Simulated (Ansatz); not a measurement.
A self-consistent single point of K2Pt (I4mm, 3 atoms in the cell) with Ansatz (a program for electronic structure).

Computed with LDA (PW92), default PAW files made with PBE (plane waves; Ansatz).

The change in words: lattice scaled by 0.98; basis.ecutwfc: 420 eV → 380 eV. Reference geometry:
```
K2Pt
1.0
    0.00000     3.77012     3.77012
    3.77012     0.00000     3.77012
    3.77012     3.77012     0.00000
K Pt
2 1
Direct
  0.75000   0.75000   0.75000
  0.25000   0.25000   0.25000
  0.00663   0.00663   0.99337
```

Reference input (self-consistent single point, DFT, LDA (PW92), plane waves, default PAW files made with PBE): basis.ecutwfc = 420 eV; kpoints.mp_grid.grid = 6 6 6; hamiltonian.xc = lda; hamiltonian.pseudopotentials = {kind: paw} (the program's default PAW files); scf.occupations.method = fermi_dirac; scf.occupations.width = 0.05 eV. This run's input differs from it in these lines:

Ansatz 0.2 input:
```diff
@@ -3,11 +3,11 @@
   lattice:
-    - [0.000000, 3.770121, 3.770121]
-    - [3.770121, 0.000000, 3.770121]
-    - [3.770121, 3.770121, 0.000000]
+    - [0.000000, 3.694719, 3.694719]
+    - [3.694719, 0.000000, 3.694719]
+    - [3.694719, 3.694719, 0.000000]
   atoms:
-    - { symbol: K, position_ang: [5.655182, 5.655182, 5.655182] }
-    - { symbol: K, position_ang: [1.885061, 1.885061, 1.885061] }
-    - { symbol: Pt, position_ang: [0.000000, 0.000000, 0.049999] }
+    - { symbol: K, position_ang: [5.542079, 5.542079, 5.542079] }
+    - { symbol: K, position_ang: [1.847360, 1.847360, 1.847360] }
+    - { symbol: Pt, position_ang: [-0.000000, -0.000000, 0.048999] }
 basis:
-  ecutwfc: 420.0 eV
+  ecutwfc: 380.0 eV
 kpoints:
```

Output, abridged:

```
SCF iter   1: F=—  HF=-15237.160756 eV  |F-HF|=—  |Δ(HF+E_count)|=         —  Δρ=4.24e-3  dr2=9.02e-3  ethr=1.77e-3  ⟨swp⟩=5.5  Hψ=2966  notcnv=0
all-band conjugate gradients solve this SCF's bands
preconditioner: auto → none
SCF iter   2: F=—  HF=-15237.159976 eV  |F-HF|=—  |Δ(HF+E_count)|=   7.80e-4  Δρ=2.37e-3  dr2=4.75e-3  ethr=2.51e-5  ⟨swp⟩=2.2  Hψ=1308  notcnv=0
SCF iter   3: F=—  HF=-15237.160218 eV  |F-HF|=—  |Δ(HF+E_count)|=   2.42e-4  Δρ=1.89e-3  dr2=5.16e-3  ethr=1.32e-5  ⟨swp⟩=2.0  Hψ=840  notcnv=0
SCF iter   4: F=—  HF=-15237.159284 eV  |F-HF|=—  |Δ(HF+E_count)|=   9.34e-4  Δρ=3.18e-4  dr2=4.38e-5  ethr=1.32e-5  ⟨swp⟩=2.0  Hψ=839  notcnv=0
SCF iter   5: F=—  HF=-15237.159289 eV  |F-HF|=—  |Δ(HF+E_count)|=   4.95e-6  Δρ=3.61e-5  dr2=1.76e-6  ethr=1.22e-7  ⟨swp⟩=2.0  Hψ=911  notcnv=0
SCF iter   6: F=—  HF=-15237.159289 eV  |F-HF|=—  |Δ(HF+E_count)|=   7.53e-9  Δρ=1.48e-5  dr2=3.56e-7  ethr=4.88e-9  ⟨swp⟩=2.0  Hψ=840  notcnv=0
SCF iter   7: F=-15237.159289 eV  HF=-15237.159289 eV  |F-HF|=4.67e-8  |Δ(HF+E_count)|=   4.64e-8  Δρ=6.25e-6  dr2=5.91e-8  ethr=2.78e-10  ⟨swp⟩=4.5  Hψ=2217  notcnv=0
SCF 1 converged in 7 iterations: F = -15237.159289 eV  dr2 = 5.91e-8
Free energy (F): -15237.159289 eV
Internal energy: -15237.159289 eV  (E = F + TS)
E sigma→0 (E₀):  -15237.159289 eV
Entropy (-TS):   -0.000000 eV (-0.000 meV/atom)
Fermi energy:    5.576469 eV
--- Forces (eV/Å), atoms counted from 1 ---
  atom   1  K      0.00000000    -0.00000000     0.04445655
  atom   2  K      0.00000000     0.00000000     0.04445655
  atom   3  Pt    -0.00000000     0.00000000    -0.08898362
--- Stress (GPa, compression-positive) ---
       -0.862265       0.000000      -0.000000
        0.000000      -0.862265      -0.000000
       -0.000000       0.000000      -0.874565
  P = ⅓ Tr σ = -0.8664 GPa (-8.664 kbar)
  The stress holds the Pulay correction. Without it, at fixed plane waves, as pw.x and ABINIT print it: P = -0.9011 GPa
```

The run converged in 7 iterations. Against the reference run the free energy falls by 17.1 meV/atom, the pressure goes from -1.76 to -0.87 GPa, the largest force goes from 0.072 to 0.089 eV/Å and the gap on the mesh goes from 1.327 to 1.438 eV.

The starting cell comes from a database of computed structures (which also holds hypothetical and non-ambient phases and stackings), without a prior relaxation at this level. Its lattice was rescaled by up to half a per cent. One atom was moved a little off its site on purpose. For this run, on top of that: lattice scaled by 0.98. Spin-orbit coupling is off. Ansatz's pressure includes its estimate of the finite-basis (Pulay) stress. The cutoff lies below the one recommended for these files.
